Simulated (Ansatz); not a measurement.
**Several settings converged on MgPd (P4mm, 2 atoms in the cell)**

```
CELL_PARAMETERS angstrom
      3.13960     0.00000     0.00000
      0.00000     3.13960     0.00000
      0.00000     0.00000     3.13960
ATOMIC_POSITIONS crystal
  Mg 0.00000 0.00000 0.01593
  Pd 0.50000 0.50000 0.50000
```

Base method: LDA (PW92), default PAW files made with PBE (plane waves; Ansatz, a program for electronic structure).

Base settings: basis.ecutwfc = 30.9 Ry; kpoints.mp_grid.grid = 11 11 11; hamiltonian.xc = lda; hamiltonian.pseudopotentials = {kind: paw} (the program's default PAW files); scf.occupations.method = gaussian; scf.occupations.width = 0.0073 Ry.

The count of work is k-points × plane waves × bands × iterations; it is no time. 

**The width of Fermi-Dirac smearing**

In this ladder: kpoints.mp_grid.grid = 18 18 18; scf.occupations.method = fermi_dirac.

Narrow widths need finer meshes than wide ones, so the last steps can hold mesh noise.

Only quantities that move along the ladder and can be compared are tabulated; pressure and forces are left out, as mesh noise rules them at narrow widths.

```csv
scf.occupations.width,free energy less the last step's (meV/atom),energy extrapolated to zero width less the last step's (meV/atom)
0.0735 Ry,-657.34,78.64
0.0367 Ry,-140.39,6.35
0.022 Ry,-50.43,-3.47
0.0147 Ry,-22.99,-1.71
0.0073 Ry,-4.80,-0.13
0.0037 Ry,0.00,0.00
```

Widest scf.occupations.width that holds the energy extrapolated to zero width within 2 meV/atom of the last step, with all finer ones: 0.0147 Ry; the step before is off by 3.5 meV/atom.

Widest scf.occupations.width that holds the free energy within 2 meV/atom: not settled: the last two steps still differ by 4.8 meV/atom, over half the tolerance, so the ladder does not show it.

The extrapolation to zero width removes most of the smearing's effect on the energy.

**The width of Methfessel-Paxton smearing**

In this ladder: kpoints.mp_grid.grid = 18 18 18; scf.occupations.method = methfessel_paxton.

Narrow widths need finer meshes than wide ones, so the last steps can hold mesh noise.

Only quantities that move along the ladder and can be compared are tabulated; pressure and forces are left out, as mesh noise rules them at narrow widths.

| scf.occupations.width | free energy less the last step's (meV/atom) |
|---|---|
| 0.0735 Ry | -5.81 |
| 0.0367 Ry | -1.60 |
| 0.022 Ry | -0.19 |
| 0.0147 Ry | -0.01 |
| 0.0073 Ry | -0.01 |
| 0.0037 Ry | 0.00 |

Widest scf.occupations.width that holds the free energy within 1 meV/atom of the last step, with all finer ones: 0.022 Ry; the step before is off by 1.6 meV/atom.

**The mesh under tetrahedron occupations**

In this ladder: scf.occupations.method = tetrahedron; scf.occupations.width = default.

Only quantities that move along the ladder and can be compared are tabulated.

| kpoints.mp_grid.grid | free energy less the last step's (meV/atom) | pressure (GPa) | count of work / last |
|---|---|---|---|
| 5 5 5 | -25.92 | -4.64 | 0.015 |
| 6 6 6 | -26.11 | -4.16 | 0.034 |
| 7 7 7 | -8.70 | -3.99 | 0.039 |
| 8 8 8 | -12.35 | -4.12 | 0.063 |
| 10 10 10 | -6.23 | -4.01 | 0.11 |
| 13 13 13 | -1.39 | -3.78 | 0.17 |
| 16 16 16 | -0.70 | -3.79 | 0.34 |
| 20 20 20 | -0.25 | -3.75 | 0.61 |
| 24 24 24 | 0.00 | -3.74 | 1.0 |

Coarsest kpoints.mp_grid.grid that holds the pressure within 0.5 GPa of the last step, with all finer ones: 6 6 6, at 0.034 of the last step's count of work; the step before is off by 0.90 GPa.

Coarsest kpoints.mp_grid.grid that holds the free energy within 1 meV/atom of the last step, with all finer ones: 16 16 16, at 0.34 of the last step's count of work; the step before is off by 1.4 meV/atom.

Two neighbours can agree and both be off: 5 5 5 and 6 6 6 differ by 0.19 meV/atom in the free energy, yet lie about 26 meV/atom from the last step.

On the base run: the starting cell comes from a database of computed structures (which also holds hypothetical and non-ambient phases and stackings), without a prior relaxation at this level. Its lattice was rescaled by up to half a per cent. One atom was moved a little off its site on purpose. Spin polarisation is off. In the base run, with a pressure of about -3 GPa the cell is away from its equilibrium volume at this level. Ansatz's pressure includes its estimate of the finite-basis (Pulay) stress.

Left out of this page: 4 runs of the series outside the window shown, repeating another row's setting, or not comparable.

Keys are those of Ansatz 0.2.
